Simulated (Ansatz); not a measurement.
GaN with two functionals, pressure 0.7 GPa

The reference is GaN in the zinc blende structure (space group F-43m, No. 216; a = 4.549 Å).

(Cell as relaxed with PBE.)

Levels (all Ansatz, a program for electronic structure, PAW, earlier PAW set): PBE (420 eV, without spin-orbit coupling); r2SCAN (500 eV, no SOC).

Each level relaxes its own structure.

| base | PBE | r2SCAN |
|---|---|---|
| volume per atom | 11.77 Å³ | 11.38 Å³ |
| lattice parameter a | 4.549 Å | 4.498 Å |
| band gap | 1.54 eV | 2.17 eV |

Modification: cell and atoms relaxed at a pressure of 0.7 GPa.

```json
[
 {"quantity": "shift of the gap caused by the change", "PBE": "+0.03 eV", "r2SCAN": "___"},
 {"quantity": "lattice parameter a", "PBE": "4.543 Å", "r2SCAN": "___"},
 {"quantity": "electron mass", "PBE": "0.14 mₑ (at Γ)", "r2SCAN": "___"}
]
```

Task: What does r2SCAN give?

Result: 
- shift of the gap caused by the change, r2SCAN: +0.02 eV
- lattice parameter a, r2SCAN: 4.493 Å
- electron mass, r2SCAN: 0.17 mₑ (at Γ)

PBE's lattice parameter a lies 0.050 Å above r2SCAN's (1.1 %). Neither level is exact; r2SCAN is the comparison here, not a measurement.

Load acts through the strain it causes; cell and atoms are relaxed under it. Masses are band curvatures over ±0.01 Å⁻¹ around the edge. Whether these cells are dynamically stable was not tested. This is not the structure that GaN has at room temperature and ambient pressure.
